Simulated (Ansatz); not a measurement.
N on the 1x1 (100) surface of rock-salt PbS (cut with top plane Pb + S), one in a 2x2 cell, started at the site 'bridge Pb-S (span 3.0 Å)'

Host crystal: rock-salt PbS, with a band gap (PBE, scalar-relativistic without spin-orbit coupling).

Calculation: r2SCAN, at the PBE geometry and the start's symmetry (plane waves to 500 eV, PAW; Ansatz, an electronic-structure program).

Set-up: 25 atoms, 5.8 Å thick at the start under the adsorbate (thin: gaps and levels are the slab's own); mesh 3x3x1; 0.01 eV smearing; dipole correction on; single point; on the structure that PBE left under its start's symmetry; spin-polarised, ending with about 1.0 μB a cell; orders that need a larger cell were not tried, no spin-orbit, no U, no dispersion correction. The program's check for a lower electronic state was not made. At the end it is bonded to Pb + S. In PBE it is, or lies within 0.03 eV of, the lowest of the starts that converged; the order may differ at this level.

```json
{
 "energy of the end state, in which the adsorbate broke or entered a bond of the host, against ½ N2(g) at the same level": "3.09 eV",
 "change_of_the_step_from_the_bottom_to_the_top_vacuum_level_against_the_clean_slab": "0.62 eV",
 "height of the binding atom over the mean of the host atoms within 0.3 Å of the top one": "1.514 Å",
 "magnetic_moment_of_the_cell": "1.00 μB",
 "caution": "the clean host was not checked against rearrangement in a larger or rattled cell",
 "note": "in the relaxation the adsorbate left its starting site by 0.7 Å",
 "cost": "roughly 5 core-minutes"
}
```

A negative adsorption energy means that the adsorbate is more stable on the surface than in its reference.
